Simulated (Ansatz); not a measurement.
TlBr: element substitutions

The parent structure is TlBr in the CsCl type structure (space group Pm-3m, No. 221).

TlBr is modelled in the cubic space group Pm-3m (No. 221), the CsCl type structure, Pearson symbol cP2. Cell: a = 3.9145 Å, b = 3.9145 Å, c = 3.9145 Å, α = 90.00°, β = 90.00°, γ = 90.00°. Tl on 1a is coordinated by 8 Br at 3.390 Å (cubic). Br on 1b has 8 Tl at 3.390 Å (cubic). (Neighbours: up to the widest gap in distance over summed covalent radii, below 1.35, at either atom; cation-cation and far metal-metal contacts left out.)

Each row replaces one element on all its sites; cell and atoms are relaxed.

The values are results of plane-wave PAW DFT at the PBEsol level (Ansatz, a first-principles code, 420 eV), scalar-relativistic without spin-orbit coupling, earlier PAW set, not measurements.

| change | band gap | volume per atom |
|---|---|---|
| base | 1.59 eV | 29.99 Å³ |
| Tl → Au | zero | … |
| Br → F | … | 18.41 Å³ |
| Tl → Lu | zero | … |
| Br → Cl | 1.80 eV | … |

Problem. What belongs in the blanks?

Solution. 
- Tl → Au, volume per atom: 21.02 Å³
- Br → F, band gap: 1.10 eV
- Tl → Lu, volume per atom: 21.16 Å³
- Br → Cl, volume per atom: 26.77 Å³

Spin-orbit coupling, missing from the scalar runs, can matter with Tl. Whether these cells are dynamically stable was not tested. As relaxed here, AuBr, TlF and LuBr are hypothetical phases, not in the database extracts checked. No Hubbard U is applied, and correlation can decide whether such a compound is a metal. All final runs are without spin polarisation.
